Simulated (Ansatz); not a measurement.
# Equilibrium volume per atom of K₂WO₄ (C2/m, No. 12): levels of theory against measurement

Reference value: 18.36 Å³/atom (measured, temperature not stated, copied from a table, unchecked, not corrected to a static lattice; as tabulated in Acta Crystallographica B 25, 1704 (1969)).

```json
[
 {"level (code)": "LDA (Ansatz)", "value (Å³/atom)": "16.85"},
 {"level (code)": "PBEsol (Ansatz)", "value (Å³/atom)": "18.15"},
 {"level (code)": "r²SCAN (Ansatz)", "value (Å³/atom)": "18.25"},
 {"level (code)": "r²SCAN-D4 (Ansatz)", "value (Å³/atom)": "___"},
 {"level (code)": "r²SCAN+rVV10 (Ansatz)", "value (Å³/atom)": "17.74"}
]
```

Question: What belongs in the gaps?

Answer: 
- r²SCAN-D4 (Ansatz, a first-principles code), value (Å³/atom): 18.02

Differences against the reference: LDA -8.2 %, PBEsol -1.1 %, r²SCAN -0.6 %, r²SCAN-D4 -1.9 %, r²SCAN+rVV10 -3.4 %.

The reference's temperature isn't stated, so close values are not ranked against it. Off by more than 3.8 % (a bound picked here): LDA (-8.2 %).

The measured value isn't corrected to a static lattice, so vibrations enter the comparison. A static lattice is as a rule a little smaller than the measured one.  Density-functional levels without +SOC have no spin–orbit coupling. Ansatz's density-functional and Hartree–Fock values are scalar-relativistic unless marked +SOC, with PAW data made under PBE.

Differences are worked out from the printed values.
